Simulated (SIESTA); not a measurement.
## Sensitivity of a calculation on LaMg2H7 (P4_12_12, 40 atoms in the cell) to its settings

```
LaMg2H7
1.0
    6.33773     0.00000     0.00000
    0.00000     6.33773     0.00000
    0.00000     0.00000     9.53623
La Mg H
4 8 28
Direct
  0.77077   0.22923   0.75000
  0.27077   0.27077   0.00000
  0.22923   0.77077   0.25000
  0.72923   0.72923   0.50000
  0.52397   0.23752   0.39728
  0.26248   0.02397   0.64728
  0.47603   0.76248   0.89728
  0.73752   0.97603   0.14728
  0.02397   0.26248   0.35272
  0.76248   0.47603   0.10272
  0.97603   0.73752   0.85272
  0.23752   0.52397   0.60272
  0.53234   0.46809   0.62133
  0.03191   0.03234   0.87133
  0.46766   0.53191   0.12133
  0.96809   0.96766   0.37133
  0.03234   0.03191   0.12867
  0.53191   0.46766   0.87867
  0.96766   0.96809   0.62867
  0.46809   0.53234   0.37867
  0.56823   0.06482   0.57127
  0.43518   0.06823   0.82127
  0.43177   0.93518   0.07127
  0.56482   0.93177   0.32127
  0.06823   0.43518   0.17873
  0.93518   0.43177   0.92873
  0.93177   0.56482   0.67873
  0.06482   0.56823   0.42873
  0.80115   0.33626   0.49396
  0.16374   0.30115   0.74396
  0.19885   0.66374   0.99396
  0.83626   0.69885   0.24396
  0.30115   0.16374   0.25604
  0.66374   0.19885   0.00604
  0.69885   0.83626   0.75604
  0.33626   0.80115   0.50604
  0.25805   0.74195   0.75000
  0.75805   0.75805   0.00000
  0.74195   0.25805   0.25000
  0.24195   0.24195   0.50000
```

Base run A: GGA PBEsol, numerical atomic orbitals DZP, PseudoDojo PBEsol standard norm-conserving potentials (rewritten from UPF to PSML) run with SIESTA, self-consistent single point.

Its settings: XC.functional = GGA; XC.authors = PBEsol; potentials = PseudoDojo PBEsol standard; PAO.BasisSize = DZP; PAO.EnergyShift = 0.005 Ry; MeshCutoff = 400 Ry; kgrid.MonkhorstPack = 3 3 2; OccupationFunction = MP; OccupationMPOrder = 0; ElectronicTemperature = 0.05 eV; MaxSCFIterations = 150; SCF.Mixer.Method = Pulay; SCF.Mixer.Weight = 0.25; SCF.Mixer.History = 8; SCF.DM.Tolerance = 1.0E-04.

The starting cell comes from a database of computed structures (which also holds hypothetical and non-ambient phases and stackings), without a prior relaxation at this level. Values carry the incompleteness of an atom-centred basis. Another mesh or the band path of this cell gives a smaller gap, so this value is not converged in the mesh.

ΔF is the free energy per atom less that of run A. 

| run | change | ΔF (meV/atom) | pressure (GPa) | largest force (eV/Å) | gap on the mesh (eV) | k-points |
|---|---|---|---|---|---|---|
| A | base | 0.00 | 1.45 | 0.181 | 2.304 | 11 |
| B | MeshCutoff: 400 Ry → 600 Ry | 0.44 | 1.44 | 0.181 | 2.304 | 11 |
| C | lattice scaled by 1.015 | 0.19 | -1.50 | 0.160 | 2.295 | 11 |
| D | kgrid.MonkhorstPack: 3 3 2 → 8 8 6 | -0.36 | 1.43 | 0.179 | 2.189 | 223 |
| E | MeshCutoff: 400 Ry → 800 Ry | 0.58 | 1.44 | 0.181 | 2.304 | 11 |
| F | PAO.EnergyShift: 0.005 Ry → 0.0005 Ry | -79.3 | 1.52 | 0.182 | 2.273 | 11 |
| G | PAO.SoftDefault: default → false | 13.9 | 1.52 | 0.179 | 2.299 | 11 |

Run D against A: The free energy hardly moves (within 1 meV/atom), the pressure hardly changes (1.45 to 1.43 GPa), the largest force moves little (0.181 to 0.179 eV/Å) and the gap on the mesh goes from 2.304 to 2.189 eV.

Run G against A: The free energy goes up by 13.9 meV/atom, the pressure hardly changes (1.45 to 1.52 GPa), the largest force hardly changes (0.181 to 0.179 eV/Å) and the gap on the mesh moves little (2.304 to 2.299 eV).
